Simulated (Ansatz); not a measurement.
Input:

```
CELL_PARAMETERS angstrom
      0.00000     2.56432     2.56432
      2.56432     0.00000     2.56432
      2.56432     2.56432     0.00000
ATOMIC_POSITIONS crystal
  Be 0.00000 0.00000 0.00000
  Se 0.25000 0.25000 0.25000
```

Computed with PBEsol, rigid bands (plane waves, PAW, scalar-relativistic; Ansatz, a program for electronic structure). How the cell was made: cell and atoms relaxed with PBEsol.

### Question
Predict the electron conductivity mass (n e² τ/σ) at 300 K, by direction if it differs.

### Answer
0.35 mₑ.

### Question
And the band gap?

### Answer
2.47 eV at this level; semilocal functionals usually fall short of the measured gap.

Rigid bands, one relaxation time for all states, no polarons. Spin-orbit coupling is left out; where it splits the top of the valence band it changes the hole mass and lowers the gap by about a third of the splitting.
